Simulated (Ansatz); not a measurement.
For Al2Cu (P4/mmm, No. 123, 3 atoms in the cell; start mp-12794; a measured phase of this formula has another space group), PBEsol (Ansatz, an electronic-structure program, PAW) gives:

| Property | Result |
|---|---|
| lattice parameter a | 4.094 Å |
| c axis length | 2.835 Å |
| enthalpy of formation | -0.028 eV/atom |

Question: What does r²SCAN (plane waves, PAW; Ansatz) give for the same quantities?

Answer: 
- lattice constant a: 4.097 Å (goes up by 0.1 %)
- lattice parameter c: 2.840 Å (goes up by 0.2 %)
- formation enthalpy: -0.041 eV/atom (moves by -0.013 eV/atom)

Changes are worked out from the printed values.

Unless a cell is named, each level is at its own relaxed cell (PBEsol 15.84, r²SCAN 15.89 Å³/atom).

Caveats: the relaxation could not lower the start's symmetry, so the cell can be a saddle point above a distorted one (PBEsol, r²SCAN). Ansatz's density-functional and Hartree–Fock values are scalar-relativistic unless marked +SOC, with PAW data made under PBE.

A start named mp-… is a Materials Project structure, which need not be a measured phase.
